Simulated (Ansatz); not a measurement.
## Convergence study of the plane-wave cutoff for LuNi4Sn (R3m, 6 atoms in the cell)

```yaml
crystal:
  lattice:
    - [0.00000, 3.51295, 3.51295]
    - [3.51295, 0.00000, 3.51295]
    - [3.51295, 3.51295, 0.00000]
  atoms:
    - { symbol: Lu, position: [0.00411, 0.00411, 0.00411] }
    - { symbol: Ni, position: [0.62479, 0.62479, 0.62479] }
    - { symbol: Ni, position: [0.12563, 0.62479, 0.62479] }
    - { symbol: Ni, position: [0.62479, 0.62479, 0.12563] }
    - { symbol: Ni, position: [0.62479, 0.12563, 0.62479] }
    - { symbol: Sn, position: [0.25000, 0.25000, 0.25000] }
```

Level of theory: LDA (PW92), default PAW files made with PBE (plane waves; Ansatz, a first-principles code).

Base settings: basis.ecutwfc = 30.9 Ry; kpoints.mp_grid.grid = 5 5 5; hamiltonian.xc = lda; hamiltonian.pseudopotentials = {kind: paw} (the program's default PAW files); scf.occupations.method = gaussian; scf.occupations.width = 0.0073 Ry.

The second cell is the first with its lattice scaled by 0.98.

The mesh stays at the base's, so the ladder's end is converged at best in this setting alone.

The first pressure column holds Ansatz's estimate of the finite-basis (Pulay) stress, which hides part of the cutoff error; the other is without it.

Only quantities that move along the ladder and can be compared are tabulated.

The count of work is k-points × plane waves × bands × iterations; it is no time. 

The starting cell comes from a database of computed structures (which also holds hypothetical and non-ambient phases and stackings), without a prior relaxation at this level. Its lattice was rescaled by up to half a per cent. One atom was moved a little off its site on purpose. Spin polarisation is off. In the base run, with a pressure of about -13 GPa the cell is away from its equilibrium volume at this level.

Steps (basis.ecutwfc): 10.7 Ry; 12.5 Ry; 14 Ry; 15.4 Ry; 16.9 Ry; 18.4 Ry; 21.7 Ry; 24.6 Ry; 27.9 Ry; 30.9 Ry; 33.8 Ry; 37.1 Ry; 41.5 Ry; 46.3 Ry; 54 Ry; 61.7 Ry; 74.2 Ry.

### Question
What is the coarsest basis.ecutwfc that holds the forces within 0.01 eV/Å of the last step, with all finer ones?

### Answer
24.6 Ry, at 0.18 of the last step's count of work; the step before is off by 0.026 eV/Å.

### Question
What is the coarsest basis.ecutwfc that holds the energy of the compressed cell less the first within 0.5 meV/atom of the last step, with all finer ones?

### Answer
24.6 Ry, at 0.18 of the last step's count of work; the step before is off by 16 meV/atom.

### Question
What is the coarsest basis.ecutwfc that holds the pressure without the Pulay estimate within 1 GPa of the last step, with all finer ones?

### Answer
27.9 Ry, at 0.23 of the last step's count of work; the step before is off by 4.9 GPa.

| basis.ecutwfc | free energy less the last step's (meV/atom) | energy of the compressed cell less the first (meV/atom) | pressure (GPa) | pressure without the Pulay estimate (GPa) | largest difference of a force vector from the last step's (eV/Å) | count of work / last |
|---|---|---|---|---|---|---|
| 10.7 Ry | 86481.93 | -569.92 | 121.45 | -3442.77 | 5.329 | 0.064 |
| 12.5 Ry | 35624.71 | -397.83 | -39.13 | -1624.50 | 1.861 | 0.080 |
| 14 Ry | 17297.78 | -437.29 | -20.03 | -884.66 | 0.458 | 0.084 |
| 15.4 Ry | 8665.38 | 8.42 | -20.43 | -498.59 | 0.232 | 0.11 |
| 16.9 Ry | 4138.38 | -55.09 | -6.97 | -273.21 | 0.211 | 0.12 |
| 18.4 Ry | 1875.52 | -32.10 | -6.93 | -146.05 | 0.064 | 0.13 |
| 21.7 Ry | 269.88 | -32.51 | -10.84 | -38.50 | 0.026 | 0.15 |
| 24.6 Ry | 41.32 | -48.30 | -12.74 | -17.75 | 0.003 | 0.18 |
| 27.9 Ry | 5.77 | -47.89 | -12.78 | -13.29 | 0.000 | 0.23 |
| 30.9 Ry | 2.72 | -47.92 | -12.79 | -12.88 | 0.000 | 0.27 |
| 33.8 Ry | 1.92 | -47.96 | -12.80 | -12.85 | 0.000 | 0.30 |
| 37.1 Ry | 1.42 | -47.99 | -12.80 | -12.83 | 0.000 | 0.39 |
| 41.5 Ry | 1.06 | -48.01 | -12.80 | -12.83 | 0.000 | 0.47 |
| 46.3 Ry | 0.60 | -48.02 | -12.80 | -12.84 | 0.000 | 0.49 |
| 54 Ry | 0.16 | -48.04 | -12.81 | -12.82 | 0.000 | 0.68 |
| 61.7 Ry | 0.08 | -48.04 | -12.81 | -12.81 | 0.000 | 0.76 |
| 74.2 Ry | 0.00 | -48.05 | -12.81 | -12.81 | 0.000 | 1.0 |

The energy difference between the two cells stays within 1 meV/atom of the last step's from 24.6 Ry on, the total only from 46.3 Ry on: much of the error is common to both cells and cancels.

Two neighbours can agree and both be off: 18.4 Ry and 21.7 Ry differ by 0.41 meV/atom in the energy of the compressed cell less the first, yet lie about 16 meV/atom from the last step.

At the lowest cutoff the pressure without the Pulay estimate lies 3430 GPa under the last step's, the usual sign of Pulay stress in an incomplete plane-wave basis.

Keys are those of Ansatz 0.2.
